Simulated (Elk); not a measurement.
A self-consistent single point of YbSi2 (I4_1/amd, 6 atoms in the cell) with Elk.

Level of theory: LDA (PW92), all-electron FP-LAPW, Elk's shipped species files, default APW+lo basis (Elk).

```
YbSi2
1.0
   -2.10866     2.10866     6.77742
    2.10866    -2.10866     6.77742
    2.10866     2.10866    -6.77742
Yb Si
2 4
Direct
  0.25000   0.75000   0.50000
  0.50000   0.50000   0.00000
  0.08417   0.08417   0.00000
  0.83417   0.33417   0.50000
  0.66583   0.16583   0.50000
  0.91583   0.91583   0.00000
```

Reference input (self-consistent single point, DFT, PBEsol, all-electron FP-LAPW, Elk's shipped species files, default APW+lo basis): xctype = 22; stype = 0; swidth = 0.00734986 Ha; ngridk = 7 7 7; rmtscf = 0.92; maxscl = 100. This run's input differs from it in these lines:

```diff
@@ -2,5 +2,2 @@
   0
-
-xctype
-  22
```

Log, with long lists cut:

```
│ Self-consistent loop started │
│ Loop number : 1 │
 total energy                :     -28604.6607250
│ Loop number : 2 │
 total energy                :     -28859.4628394
RMS change in Kohn-Sham potential (target) :    1.834990002     (  0.1000000000E-05)
Absolute change in total energy (target)   :    254.8021144     (  0.1000000000E-03)
│ Loop number : 3 │
 total energy                :     -29236.9622096
RMS change in Kohn-Sham potential (target) :   0.2399241571     (  0.1000000000E-05)
Absolute change in total energy (target)   :    441.1998988     (  0.1000000000E-03)
│ Loop number : 4 │
   [... lines left out ...]
Absolute change in total energy (target)   :   0.1604945483E-02 (  0.1000000000E-03)
│ Loop number : 18 │
 total energy                :     -29290.8599669
RMS change in Kohn-Sham potential (target) :   0.7074411969E-06 (  0.1000000000E-05)
Absolute change in total energy (target)   :   0.1802646875E-03 (  0.1000000000E-03)
│ Loop number : 19 │
 total energy                :     -29290.8600172
RMS change in Kohn-Sham potential (target) :   0.4348898573E-06 (  0.1000000000E-05)
Absolute change in total energy (target)   :   0.5237634468E-05 (  0.1000000000E-03)
Convergence targets achieved

│ Loop number : 20 │

Energies :
 Fermi                       :     0.279286573443
 total energy                :     -29290.8601119

Density of states at Fermi energy :    56.79113526
 (states/Hartree/unit cell)

Estimated indirect band gap :   0.2961806116E-02
 from k-point      2 to k-point      4
Estimated direct band gap   :   0.1052229185E-01
 at k-point      2

Charges :
 core                        :    132.0000000
 valence                     :    64.00000000
 interstitial                :    12.70410065
 muffin-tins (core leakage)
  species :    1 (Yb)
   atom    1                 :    67.99095289     (  0.5599308778E-05)
   atom    2                 :    67.99095289     (  0.5599308778E-05)
  species :    2 (Si)
   atom    1                 :    11.82849839     (  0.3362365524E-02)
   atom    2                 :    11.82849839     (  0.3362365524E-02)
   atom    3                 :    11.82849839     (  0.3362365524E-02)
   atom    4                 :    11.82849839     (  0.3362365524E-02)
 total in muffin-tins        :    183.2958994
 total calculated charge     :    195.9746561
 total charge                :    196.0000000
 error                       :   0.2534394491E-01

│ Self-consistent loop stopped │
```

The run converged in 20 iterations. The count includes the last loop, which Elk runs after its targets are met. 

The starting cell comes from a database of computed structures (which also holds hypothetical and non-ambient phases and stackings), without a prior relaxation at this level. Spin-orbit coupling is off. Spin polarisation is off. Values depend on the basis (sphere radii, cutoffs, local orbitals), which need not be converged. The log's line on a gap gives a spacing of levels on this mesh, which the program prints for metals too.

Cost on one core of a shared machine: roughly 3 min.
